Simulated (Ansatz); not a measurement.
System: CaZrN₂ (model structure, within 0.1 Å of Pnma, No. 62, 16 atoms in the cell). Method: LDA in Ansatz (plane waves, PAW).

Run with plane-wave cutoff 520 eV, 6×6×6 k mesh, Fermi–Dirac smearing 0.01 eV, scalar-relativistic PAW data made under PBE.

Cell (relaxed at this level):

Space group Pnma (No. 62); a = 6.430 Å, b = 4.598 Å, c = 8.028 Å, α = 90.00°, β = 90.00°, γ = 90.00°

```csv
atom,site,symmetry,x,y,z
Ca,4c,.m.,0.0723,0.7500,0.3812
Zr,4c,.m.,0.4301,0.2500,0.3731
N,4c,.m.,0.0659,0.2500,0.8919
N,4c,.m.,0.1046,0.2500,0.3467
```

Problem. Estimate the band gap that the calculation returns.

Solution. 
- band gap = 0.91 eV (on the SCF k mesh)

Spin–orbit coupling is not included.

Static lattice: no zero-point or thermal effects.

Cost on a shared machine: around 30 core-minutes (rough).

A model structure was made by putting elements into a prototype or built by hand; it is no filed structure, need not be a known phase, and can be a saddle point held by its symmetry.

Ansatz is a program for electronic structure.
